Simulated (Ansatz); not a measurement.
```cif
data_C2As2Nb4
_chemical_formula_sum 'Nb4 As2 C2'
_space_group_name_H-M_alt 'P 1'
_space_group_IT_number 1
_cell_length_a 3.29994
_cell_length_b 3.29994
_cell_length_c 11.89849
_cell_angle_alpha 90.000
_cell_angle_beta 90.000
_cell_angle_gamma 120.000
loop_
_space_group_symop_operation_xyz
  'x, y, z'
loop_
_atom_site_label
_atom_site_type_symbol
_atom_site_fract_x
_atom_site_fract_y
_atom_site_fract_z
_atom_site_occupancy
Nb1 Nb 0.33333 0.66667 0.40538 1
Nb2 Nb 0.66667 0.33333 0.59462 1
Nb3 Nb 0.66667 0.33333 0.90538 1
Nb4 Nb 0.33333 0.66667 0.09462 1
As1 As 0.66667 0.33333 0.25000 1
As2 As 0.33333 0.66667 0.75000 1
C1 C 0.00000 0.00000 0.50000 1
C2 C 0.00000 0.00000 0.00000 1
```

Nb$_{2}$CAs (P6_3/mmc), PBEsol, DFPT electron-phonon coupling, linearised Boltzmann equation (plane waves, PAW, scalar-relativistic; Ansatz, a program for electronic structure): the phonon-limited resistivity at 300 K is 19.2 μΩ·cm (x, the basal plane), 19.2 μΩ·cm (y, the basal plane), 14.9 μΩ·cm (z, c). Third figures are kept for the arithmetic.

Question: How anisotropic is it, and between which bounds lies a dense polycrystal with random grains and no boundary scattering?

Answer: Largest over smallest: 1.29. Upper bound, grains in series: (19.2 + 19.2 + 14.9)/3 = 17.8 μΩ·cm. Lower bound, grains side by side: 3/Σ(1/ρ) = 17.5 μΩ·cm. The best single-crystal direction lies 15 % under the lower bound.

A metal at this level (no band gap). Only scattering by harmonic phonons is included (no impurities, grain boundaries, electron-electron scattering or thermal expansion). Spin-orbit coupling is left out. Halving the electron mesh (28x28x8) moves the resistivity by up to 3 % at 300 K, the mean free path by up to 7 %. Smearing 0.20 eV; phonons on a 5x5x2 q mesh, which this run doesn't test.

Computed structure with no diffraction record at hand here (it may be known, metastable or hypothetical): Nb2CAs (P6_3/mmc).
